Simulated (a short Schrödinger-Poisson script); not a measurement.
Stack: symmetric double-gate stack, SiO2 on p-type Si(100), at 300 K.

```tsv
layer	material	thickness (nm)	Na (cm⁻³)
1	SiO2	3.4	-
2	Si	10	3e15
3	SiO2	3.4	-
```

Constants are typed, rounded textbook-type inputs, not results; the design itself was drawn at random and stands for no fabricated device. SiO2: permittivity 3.9, conduction-band edge (eV) 3.15, gap (eV) 9, electron mass (mₑ) 0.5. Si: permittivity 11.7, conduction-band edge (eV) 0, gap (eV) 1.124, Nv at 300 K (cm⁻³) 3.1e19.

Channel valleys (confinement mass, in-plane density-of-states mass, number): Δ2 0.916, 0.19, 2; Δ4 0.19, 0.417, 4. At the gates, both at one voltage, the conduction-band edge of layer 1 lies 3.32 eV − eVg above the Fermi level of the channel. Gaps are held at their typed values at every temperature. Mesh 0.03 nm at interfaces.

Solved with a short Schrödinger-Poisson script written for these runs: 1D Poisson equation in equilibrium, electrons classical, Boltzmann, parabolic valleys, classical holes, full ionisation, no traps, pinning or gate leakage.

The same stack at other levels of the model or other numerical settings:

| run | sheet density of all electrons at Vg = 2.4 V (cm⁻²) | sheet density of all electrons at Vg = 0.6 V (cm⁻²) | capacitance of both gates at Vg = 2.4 V (μF/cm²) | rough cost against the base |
|---|---|---|---|---|
| base | 2.72e13 | 5.48e12 | 1.98 | about 1 |
| electrons treated as classical, Fermi-Dirac | 2.66e13 | 5.43e12 | 1.92 | 3 |
| electrons treated as quantum, Hartree | 2.50e13 | 4.91e12 | 1.84 | 40 |
| mesh six times as coarse | 2.70e13 | 5.44e12 | 1.96 | about 1 |

The classical rows ignore confinement, and Boltzmann statistics overrate the density once the band edge passes the Fermi level.
